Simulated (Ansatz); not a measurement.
Input and output of a zone-centre phonon calculation for KCaF₃ (Pm-3m, 5 atoms in the cell) (Ansatz, an electronic-structure program).

Method: LDA (PW92), default PAW files made with PBE (plane waves; Ansatz).

```
KCaF3
1.0
    4.46828     0.00000     0.00000
    0.00000     4.46828     0.00000
    0.00000     0.00000     4.46828
K Ca F
1 1 3
Direct
  0.50000   0.50000   0.50000
  0.00000   0.00000   0.00000
  0.00000   0.50000   0.00000
  0.50000   0.00000   0.00000
  0.00000   0.00000   0.50000
```

Reference input (self-consistent single point, DFT, LDA (PW92), plane waves, default PAW files made with PBE): basis.ecutwfc = 420 eV; kpoints.mp_grid.grid = 6 6 6; hamiltonian.xc = lda; hamiltonian.pseudopotentials = {kind: paw} (the program's default PAW files); scf.occupations.method = fixed. This run's input differs from it in these lines:

```diff
@@ -20,6 +20,7 @@
   occupations: { method: fixed }
-output:
-  forces: true
-  eigenvalues: true
-  stress: true
+  convergence: { dr2_threshold: 1.0e-09 eV }
+phonons:
+  method: dfpt
+  dielectric: true
+  rigid_motions: translations
```

The program printed (abridged):

```
SCF iter   1: F=—  HF=-5659.031635 eV  |F-HF|=—  |Δ(HF+E_count)|=         —  Δρ=1.66e-2  dr2=1.83e-1  ethr=1.77e-3  ⟨swp⟩=5.5  Hψ=8174  notcnv=0  defer=199
all-band conjugate gradients solve this SCF's bands
preconditioner: auto → Resta (q_TF=auto, 2.387 Å⁻¹)
SCF iter   2: F=—  HF=-5658.984851 eV  |F-HF|=—  |Δ(HF+E_count)|=   4.68e-2  Δρ=5.90e-3  dr2=1.11e-2  ethr=4.58e-4  ⟨swp⟩=2.0  Hψ=3686  notcnv=0  defer=197
   [... lines left out ...]
SCF iter   5: F=—  HF=-5658.981086 eV  |F-HF|=—  |Δ(HF+E_count)|=   1.08e-6  Δρ=3.35e-5  dr2=7.74e-7  ethr=1.47e-7  ⟨swp⟩=2.0  Hψ=2992  notcnv=0  defer=161
SCF iter   6: F=—  HF=-5658.981088 eV  |F-HF|=—  |Δ(HF+E_count)|=   1.82e-6  Δρ=5.86e-6  dr2=3.18e-8  ethr=1.94e-9  ⟨swp⟩=2.1  Hψ=2869  notcnv=0  defer=107
SCF iter   7: F=—  HF=-5658.981088 eV  |F-HF|=—  |Δ(HF+E_count)|=   6.90e-9  Δρ=1.36e-6  dr2=2.71e-9  ethr=7.94e-11  ⟨swp⟩=2.5  Hψ=3460  notcnv=0  defer=107
SCF iter   8: F=-5658.981088 eV  HF=-5658.981088 eV  |F-HF|=3.55e-11  |Δ(HF+E_count)|=  4.56e-10  Δρ=3.41e-7  dr2=1.12e-10  ethr=2.50e-12  ⟨swp⟩=13.1  Hψ=14511  notcnv=0
SCF 1 converged in 8 iterations: F = -5658.981088 eV  dr2 = 1.12e-10
DFPT response loops at Γ: preconditioner auto → none (the input reference at scf.mixing.eps_inf says where Resta's filter doesn't serve); β = 0.50 …
Free energy (F): -5658.981088 eV
Internal energy: -5658.981088 eV  (E = F + TS)
E sigma→0 (E₀):  -5658.981088 eV
Fermi energy:    0.796087 eV
--- Phonons (Γ-DFPT): 4 representative perturbations + reference, on 80 of 216 k-points (Σ response iterations 20) ---
  k mesh reduced under 2 symmetry operations, with k and −k counted as one. Each operation leaves every solved perturbation unchanged …
  ASR residual: 3.114e-4 → 0.000e0 eV/Å²; symmetrization residual: 1.389e-7 eV/Å²
   [... lines left out ...]
  k-mesh period / interband length: 26.8 Å / 0.99 Å = 27.19 at k = (0.0000, 0.0000, 0.0000), direct gap 6.022 eV — 14 or more, which is no proof of convergence
   [... lines left out ...]
        464.90      1             8.1173
  optical modes at Γ + LO–TO along q̂ = [0.0000, 0.0000, 1.0000]:
      ω (cm⁻¹)  modes    IR ((D/Å)²/amu)
        -79.48      2             4.7401
         62.95      3             0.0000
         84.97      1             0.5082
        191.67      2             2.5880
        220.32      1             0.6918
        365.98      2            11.3065
        464.90      1             8.1173
```

The run converged in 8 iterations. 

Summary of the result:
Free energy E − TS (on the zero of these files): -5658.9811 eV
Top of the valence band (on the code's own zero): 0.80 eV
Gap on the k-point mesh: 5.85 eV
Zone-centre frequencies (cm⁻¹; negative means imaginary): -79, -79, -79, 0, 0, 0, 63, 63, 63, 192, 192, 192, 366, 366, 366
ε∞ at this k-point mesh, which may be far from converged in small-gap cells (xx, yy, zz): 2.07, 2.07, 2.07
Born charges at this mesh (mean of the diagonal, e): K 1.18, Ca 2.31, F -1.16, F -1.16, F -1.16

The starting cell comes from a database of computed structures (which also holds hypothetical and non-ambient phases and stackings), without a prior relaxation at this level. Its lattice was rescaled by up to half a per cent. The frequencies listed for the zone centre hold no LO-TO term.

Cost on one core of a shared machine: roughly 2 min.

Keys are those of Ansatz 0.2.
